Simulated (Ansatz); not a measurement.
Si (P6₃/mmc, No. 194, 4 atoms in the cell; start mp-165; another form than the element's usual one)

Method: PBE0 (Ansatz, a program for electronic structure, plane waves, PAW).

Numerical settings: plane-wave cutoff 460 eV, 9×9×4 k mesh (along the axes of the cell as run), Fermi–Dirac smearing 0.01 eV, scalar-relativistic PAW data made under PBE.

Cell (relaxed with PBEsol):

```cif
data_Si4
_chemical_formula_sum 'Si4'
_space_group_name_H-M_alt 'P 1'
_space_group_IT_number 1
_cell_length_a 3.82483
_cell_length_b 3.82483
_cell_length_c 6.32420
_cell_angle_alpha 90.000
_cell_angle_beta 90.000
_cell_angle_gamma 120.000
loop_
_space_group_symop_operation_xyz
  'x, y, z'
loop_
_atom_site_label
_atom_site_type_symbol
_atom_site_fract_x
_atom_site_fract_y
_atom_site_fract_z
_atom_site_occupancy
Si1 Si 0.33333 0.66667 0.06300 1
Si2 Si 0.66667 0.33333 0.93700 1
Si3 Si 0.66667 0.33333 0.56300 1
Si4 Si 0.33333 0.66667 0.43700 1
```

For Si (P6₃/mmc, No. 194, 4 atoms in the cell; start mp-165; another form than the element's usual one), the band gap is 1.60 eV (indirect) and the smallest direct gap on the k points sampled is 2.34 eV.

Note: cell and atoms aren't relaxed at this level (pressure 0.2 GPa).

Computed values are for the static lattice.

Computing time: around 4 core-minutes (rough).

A start named mp-… is a Materials Project structure, which need not be a measured phase.
